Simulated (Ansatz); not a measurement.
The starting structures come from a database of crystals and need not be the phases stable at ambient conditions.

# Evanescent states of Be3N2 (R3m, not sure to be the ambient phase, 5 atoms a cell, 6.8 Å³ an atom) along the normal of (100)

Method: r2SCAN (plane waves, PAW; Ansatz, an electronic-structure program).

The gap is the functional's own, uncorrected, and κ follows it; spin-orbit coupling is left out. Mid-gap values are interpolated between the computed energies.

Energies count from the valence-band top; κ is the least over a 10×2 mesh across the current.

```tsv
E (eV)	κ (1/Å)	where
0.09	0.083	Γ
0.26	0.141	Γ
0.42	0.179	Γ
0.59	0.208	Γ
0.77	0.232	Γ
0.94	?	Γ
1.10	?	Γ
1.27	?	Γ
1.45	?	Γ
1.61	?	Γ
1.78	?	Γ
1.96	?	off Γ
2.12	?	off Γ
2.29	?	off Γ
2.46	?	off Γ
2.63	0.252	off Γ
2.81	0.226	off Γ
2.98	0.196	off Γ
3.15	0.156	off Γ
3.31	0.097	off Γ
```

Problem. Fill in the missing entries.

Solution. 
- 0.94, κ (1/Å): 0.253
- 1.10, κ (1/Å): 0.270
- 1.27, κ (1/Å): 0.285
- 1.45, κ (1/Å): 0.299
- 1.61, κ (1/Å): 0.311
- 1.78, κ (1/Å): 0.321
- 1.96, κ (1/Å): 0.321
- 2.12, κ (1/Å): 0.307
- 2.29, κ (1/Å): 0.291
- 2.46, κ (1/Å): 0.273
